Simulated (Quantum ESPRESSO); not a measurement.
Input and output of a self-consistent single point for Al₃GaN₄ (P-43m, 8 atoms in the cell) (Quantum ESPRESSO).

Method: LDA (PW92), PseudoDojo standard norm-conserving (LDA) pseudopotentials (plane waves; Quantum ESPRESSO).

The change in words: lattice scaled by 0.98. Reference geometry:
```
Al3GaN4
1.0
    4.40144     0.00000     0.00000
    0.00000     4.40144     0.00000
    0.00000     0.00000     4.40144
Al Ga N
3 1 4
Direct
  0.50000   0.50000   0.00000
  0.00000   0.50000   0.50000
  0.50000   0.00000   0.50000
  0.00000   0.00000   0.00000
  0.74416   0.74416   0.25584
  0.74416   0.25584   0.74416
  0.25584   0.25584   0.25584
  0.25584   0.74416   0.74416
```

Reference input (self-consistent single point, DFT, LDA (PW92), plane waves, PseudoDojo standard norm-conserving (LDA) pseudopotentials): ecutwfc = 85 Ry; occupations = smearing; smearing = fd; degauss = 0.00147 Ry; potentials = {Al: Al.upf, Ga: Ga.upf, N: N.upf}; K_POINTS = automatic 6 6 6 0 0 0; conv_thr = 1e-10 Ry; mixing_beta = 0.7. This run's input differs from it in these lines:

```diff
@@ -10,3 +10,3 @@
  ibrav = 1
- A = 4.401440000
+ A = 4.313411000
  nat = 8
@@ -27,10 +27,10 @@
 ATOMIC_POSITIONS {angstrom}
-Al    2.200720000    2.200720000    0.000000000
-Al    0.000000000    2.200720000    2.200720000
-Al    2.200720000    0.000000000    2.200720000
+Al    2.156705500    2.156705500    0.000000000
+Al    0.000000000    2.156705500    2.156705500
+Al    2.156705500    0.000000000    2.156705500
 Ga    0.000000000    0.000000000    0.000000000
-N     3.275375590    3.275375590    1.126064410
-N     3.275375590    1.126064410    3.275375590
-N     1.126064410    1.126064410    1.126064410
-N     1.126064410    3.275375590    3.275375590
+N     3.209867930    3.209867930    1.103543070
+N     3.209867930    1.103543070    3.209867930
+N     1.103543070    1.103543070    1.103543070
+N     1.103543070    3.209867930    3.209867930
 K_POINTS {automatic}
```

Output (repeated stretches shortened):

```
     Self-consistent Calculation

     iteration #  1     ecut=    85.00 Ry     beta= 0.70

     total energy              =    -249.54680912 Ry
     estimated scf accuracy    <       2.41831437 Ry

     iteration #  2     ecut=    85.00 Ry     beta= 0.70

     total energy              =    -250.32521068 Ry
     estimated scf accuracy    <       1.62293513 Ry

     iteration #  3     ecut=    85.00 Ry     beta= 0.70

     negative rho (up, down):  8.297E-08 0.000E+00

     total energy              =    -250.57452249 Ry
     estimated scf accuracy    <       0.02524235 Ry

   [... 7 blocks of this kind left out ...]

     iteration # 11     ecut=    85.00 Ry     beta= 0.70

     total energy              =    -250.59637443 Ry
     estimated scf accuracy    <          7.5E-10 Ry

     iteration # 12     ecut=    85.00 Ry     beta= 0.70
     End of self-consistent calculation

     the Fermi energy is    10.6912 ev

!    total energy              =    -250.59637443 Ry
     estimated scf accuracy    <          5.8E-11 Ry
     smearing contrib. (-TS)   =       0.00000000 Ry
     internal energy E=F+TS    =    -250.59637443 Ry

     convergence has been achieved in  12 iterations

     Forces acting on atoms (cartesian axes, Ry/au):

     atom    1 type  1   force =     0.00000000    0.00000000    0.00000000
     atom    2 type  1   force =     0.00000000    0.00000000    0.00000000
     atom    3 type  1   force =     0.00000000    0.00000000    0.00000000
     atom    4 type  2   force =     0.00000000    0.00000000    0.00000000
     atom    5 type  3   force =     0.00224691    0.00224691   -0.00224691
   [... lines left out ...]

     Total force =     0.007784     Total SCF correction =     0.000000

          total   stress  (Ry/bohr**3)                   (kbar)     P=       76.12
   0.00051748   0.00000000   0.00000000           76.12        0.00        0.00
   0.00000000   0.00051748   0.00000000            0.00       76.12        0.00
   0.00000000   0.00000000   0.00051748            0.00        0.00       76.12

   JOB DONE.
```

The run converged in 12 iterations. Against the reference run the free energy goes up by 3.5 meV/atom, the pressure goes from -5.22 to 7.61 GPa, the largest force goes from 0.108 to 0.100 eV/Å and the gap on the mesh goes from 3.393 to 3.435 eV.

The starting cell comes from a database of computed structures (which also holds hypothetical and non-ambient phases and stackings), without a prior relaxation at this level. For this run, on top of that: lattice scaled by 0.98. With a pressure of about 8 GPa the cell is away from its equilibrium volume at this level.

Cost on one core of a shared machine: roughly 40 s.
